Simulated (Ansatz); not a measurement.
GaN (P6_3mc) under hydrostatic pressure (compression positive): band gap by r2SCAN with spin-orbit coupling, rigid bands (plane waves, PAW; Ansatz, a quantum-chemistry and plane-wave program). The unloaded cell, whose axes the loads refer to:

Space group P6₃mc (No. 186); a = b = 3.183 Å, c = 5.185 Å, α = β = 90.00°, γ = 120.00°

```
atom  site  symmetry       x       y       z
----  ----  --------  ------  ------  ------
Ga      2b       3m.  0.6667  0.3333  0.4992
N       2b       3m.  0.3333  0.6667  0.3758
```

```csv
hydrostatic pressure (compression positive) (GPa),volume per atom (Å³),band gap (eV)
-12,12.26,?
-8,11.92,2.02
-4,11.63,2.19
0,11.37,2.35
4,11.14,2.49
8,10.94,2.62
16,10.58,2.85
24,10.27,3.05
```

Q: Fit a straight line to band gap against the load over the rows given, and predict the row at -12 GPa.

A: The means are x̄ = 5.714 GPa and ȳ = 2.5100; Σ(x − x̄)(y − ȳ) = 24.40 and Σ(x − x̄)² = 763.4, so the slope is 32.0 meV per GPa, and the rows given lie within 52 meV of the line. At -12 GPa the line gives 1.94 eV; the calculation gives 1.82 eV, 6.8 % from it, so the trend bends or changes character over this range.

Q: With all rows, what volume deformation potential dE_g/d ln V follows?

A: A line through E_g against ln V has the slope -7.0 eV, so the gap opens under compression.

 Stresses and pressures are the targets of the relaxation. Gaps are resolved to about 0.01 eV. The structure type is held at every load. Geometry: cell and atoms relaxed with PBEsol.
